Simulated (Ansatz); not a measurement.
**Sc: Sc → Cr**

The reference is Sc in the hcp (Mg type) structure (space group P6_3/mmc, No. 194; a = 3.329 Å, c = 5.192 Å).

Now apply this change: full substitution Sc → Cr; the structure is relaxed again.

Calculations: Ansatz (an electronic-structure program), r2SCAN, PAW, cutoff 500 eV, scalar-relativistic without spin-orbit coupling. Settings: 22×22×11 k-points, 0.05 eV Fermi–Dirac smearing, for the changed cell.

The volume per atom decreases by 13.237 Å³ (24.92 Å³ → 11.69 Å³) and the lattice parameter a decreases by 0.8729 Å to 2.457 Å. The c/a ratio goes up by 0.261 to 1.820 and the band gap remains zero.

Final structure:

```
Cr
1.0
    2.45656     0.00000     0.00000
   -1.22828     2.12745     0.00000
    0.00000     0.00000     4.47193
Cr
2
Cartesian
  0.00000   1.41830   3.35395
  1.22828   0.70915   1.11798
```

Stability against distortions was not tested. Starting moments died away, wholly or in part, for Sc → Cr; another magnetic solution may exist. The final runs are not spin-polarised. Real Cr is antiferromagnetic at low temperature and ambient pressure, an order that this cell doesn't hold. This is not the structure that Cr has at room temperature and ambient pressure.
